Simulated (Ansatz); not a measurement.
## PBE against r2SCAN: Zr, isotropic strain −0.77 %

Take Zr in the hcp (Mg type) structure (space group P6_3/mmc, No. 194; a = 3.2304 Å, c = 5.1788 Å; relaxed with 0.1 eV smearing) as the base.

(Cell as relaxed with PBE.)

Levels (all Ansatz, a quantum-chemistry and plane-wave program, PAW): PBE (420 eV, spin-orbit coupling left out); r2SCAN (500 eV, spin-orbit coupling left out).

Each level relaxes its own structure.

```csv
base,PBE,r2SCAN
volume per atom,23.40 Å³,23.51 Å³
lattice parameter a,3.230 Å,3.244 Å
band gap,zero,zero
```

It is then changed as follows: an isotropic linear strain of −0.77 %; the atoms relax in the strained cell.

```csv
quantity,PBE,r2SCAN
"pressure (mean of the normal stresses, compression positive)",2.2 GPa,…
energy relative to the base (free energy F),+3.7 meV/atom,…
band gap,zero,…
```

Q: What does r2SCAN give?

A: 
- pressure (mean of the normal stresses, compression positive), r2SCAN: 2.3 GPa
- energy relative to the base (free energy F), r2SCAN: +3.8 meV/atom
- band gap, r2SCAN: zero

The two agree on the band gap. Neither level is exact; r2SCAN is the comparison here, not a measurement.

No phonon test of stability was made. The final runs are not spin-polarised.
